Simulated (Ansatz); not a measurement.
Here is the system:

```xyz
3
Lattice="3.0577 0.0000 0.0000 1.5289 2.6480 0.0000 0.0000 0.0000 3.2118" Properties=species:S:1:pos:R:3 pbc="T T T"
Ti     0.0000     0.0000     0.0000
B      1.5289     0.8827     1.6059
B      3.0577     1.7654     1.6059
```

No spin polarisation.

Level of theory: PBE, PAW, 420 eV (Ansatz, an electronic-structure program; no SOC), earlier PAW set. Settings: 22×22×18 k-points, 0.1 eV Fermi–Dirac smearing.

### Question
Estimate the pressure (mean of the normal stresses, compression positive).

### Answer
-3.6 GPa.

### Question
What band gap does the calculation give?

### Answer
Zero.

The cells carry an imposed strain or load. No phonon test of stability was made. All final runs are without spin polarisation. The cell was made from TiB2 (space group P6/mmm, No. 191) by this change: biaxial strain +0.84 %, plane normal [001], relaxed out of plane.
